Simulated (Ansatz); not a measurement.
## Response to strain in BN

The parent structure is BN in the zinc blende structure (space group F-43m, No. 216; a = 3.610 Å). Axes: x, y, z lie along the cube axes.

Strains are applied to the cell and any free atomic positions relax; under biaxial strain the out-of-plane vector relaxes too.

Method: r2SCAN/PAW in Ansatz (a program for electronic structure), no spin-orbit coupling.

Candidates:
(a) biaxial strain +2.00 %, plane normal [001], relaxed out of plane
(b) biaxial strain +0.50 %, plane normal [001], relaxed out of plane
(c) biaxial strain +1.00 %, plane normal [001], relaxed out of plane

**Question.** Order them by out-of-plane strain, highest first.

**Answer.** (b) biaxial strain +0.50 %, plane normal [001], relaxed out of plane (-0.21 %), (c) biaxial strain +1.00 %, plane normal [001], relaxed out of plane (-0.43 %), (a) biaxial strain +2.00 %, plane normal [001], relaxed out of plane (-0.86 %)

No phonon test of stability was made.
